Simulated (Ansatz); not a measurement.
An Ansatz (a first-principles code) run: Ag with a change (pressure 22.5 GPa); PBEsol in Ansatz (plane waves to 420 eV, PAW, no SOC).

Input:

Ansatz 0.2 input:
```yaml
crystal:
  lattice:
    - [0, 1.9632507777, 1.9632507777]
    - [1.9632507777, 0, 1.9632507777]
    - [1.9632507777, 1.9632507777, 0]
  atoms:
    - { symbol: Ag, position: [0, 0, 0] }
basis: { ecutwfc: 420, ecutrho_ratio: 4, xc_grid: 2, fft_grid_basis: typed }
kpoints: { mp_grid: { grid: [20, 20, 20] } }
hamiltonian:
  xc: pbesol
  dispersion: none
  pseudopotentials: { kind: paw }
scf: { occupations: { method: fermi_dirac, width: 0.05 } }
relax: { f_tol: 0.01, max_steps: 60, cell: { stress_tol: 0.02, p_target: 22.5 } }
output: { forces: true, stress: true }
checkpoint: { write: state.ck, write_every: 1000 }
```

Output (explanatory and most iteration lines left out):

```
Relaxation: its limit of steps is 60 (relax.max_steps)
Pseudopotential: Ag, paw, valence charge 19
Crystal: 1 atoms, lattice volume = 15.134 Å³
Basis set: ecut = 420 eV, 307 PW (Γ), exchange–correlation on 40×40×40 points (8 copies of the dense FFT grid, shifted against one another)
Bands: 14, of which v1, the nominal top of the filled ones, is band 10 counted from 1 (9 counted from 0)
Symmetry: 48 space group operations
Space group: Fm-3m (ITA 225), of the structure as read, at distance tolerance 2.5e-5 Å
k-points: 256 of 8000
Functional: x = pbesol(κ = 0.804, μ = 0.12345679012345678), c = pbesol(β = 0.046)
SCF iter   1: F=—  HF=-7522.191183 eV  |F-HF|=—  |Δ(HF+E_count)|=         —  Δρ=1.03e-2  dr2=1.42e-2  ethr=1.77e-3  ⟨swp⟩=4.5  Hψ=18206  notcnv=0
SCF iter   2: F=—  HF=-7522.186816 eV  |F-HF|=—  |Δ(HF+E_count)|=   4.37e-3  Δρ=3.17e-3  dr2=1.39e-3  ethr=7.47e-5  ⟨swp⟩=2.4  Hψ=6943  notcnv=0  defer=65
SCF 1 converged in 6 iterations: F = -7522.186398 eV  dr2 = 6.53e-12
relax step   1: F+E_penalty+E_count = -7522.18639839 eV  Δ(F+E_penalty+E_count) = +0.000e0 eV  max|allowed force component| = 0.000e0 eV/Å  Δτ_max = 0.0000 Å  P = +15.012 GPa  Ω = 15.134 Å³  (6 SCF iters, dr2 threshold 1.00e-7 eV, accepted)
[... steps on the carried basis left out ...]
relax step   6: F+E_penalty+E_count = -7522.12638934 eV  Δ(F+E_penalty+E_count) = +2.084e-4 eV  max|allowed force component| = 0.000e0 eV/Å  Δτ_max = 0.0000 Å  P = +22.515 GPa  Ω = 14.618 Å³  stress off target by 1.48e-2 GPa  SCF on the basis re-selected at this cell (its energy is not comparable with the rows above)  (5 SCF iters)
SCF converged after 5 iterations
Free energy (F): -7522.126389 eV
Internal energy: -7522.124589 eV  (E = F + TS)
E sigma→0 (E₀):  -7522.125489 eV
Entropy (-TS):   -0.001801 eV (-1.801 meV/atom)
Fermi energy:    20.989677 eV
--- Forces (eV/Å), atoms counted from 1 ---
  atom   1  Ag    -0.00000000     0.00000000     0.00000000
--- Stress (GPa, compression-positive) ---
       22.514762       0.000000      -0.000000
        0.000000      22.514762       0.000000
       -0.000000       0.000000      22.514762
  P = ⅓ Tr σ = 22.5148 GPa (225.148 kbar)
--- Relaxed structure (5 steps of the walk, 4 accepted, 1 SCFs on fresh bases) ---
  cell:  # Å, volume = 14.6182 Å³
    - [1.876927265539827e-34, 1.9406840853772105, 1.9406840853772105]
    - [1.9406840853772105, 2.5277901383450135e-35, 1.9406840853772105]
    - [1.9406840853772105, 1.9406840853772105, -1.4330733842518846e-34]
  atoms:
    - { symbol: Ag, position: [0.0, 0.0, 0.0] }
```

Load acts through the strain it causes; cell and atoms are relaxed under it. Stability against distortions was not tested. No other phases were tried under pressure. The cell was made from Ag in the fcc (Cu type) structure (space group Fm-3m, No. 225) by this change: pressure 22.5 GPa.
